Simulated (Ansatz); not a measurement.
# How the c axis length of AlGeSiN (model structure, started from the AlSiCN type, R3m, No. 160, 4 atoms in the cell) moves with the method

No measured value is used here.

```json
[
 {"level (code)": "LDA (Ansatz)", "value (Å)": "18.348"},
 {"level (code)": "PBE (Ansatz)", "value (Å)": "…"},
 {"level (code)": "PBEsol (Ansatz)", "value (Å)": "18.519"},
 {"level (code)": "r²SCAN (Ansatz)", "value (Å)": "18.211"}
]
```

Question: Complete the blanks.

Answer: 
- PBE (Ansatz, a quantum-chemistry and plane-wave program), value (Å): 18.456

Cutoffs differ between the levels. Ansatz's density-functional and Hartree–Fock values are scalar-relativistic unless marked +SOC, with PAW data made under PBE.

A model structure was made by putting elements into a prototype or built by hand; it is no filed structure, need not be a known phase, and can be a saddle point held by its symmetry.
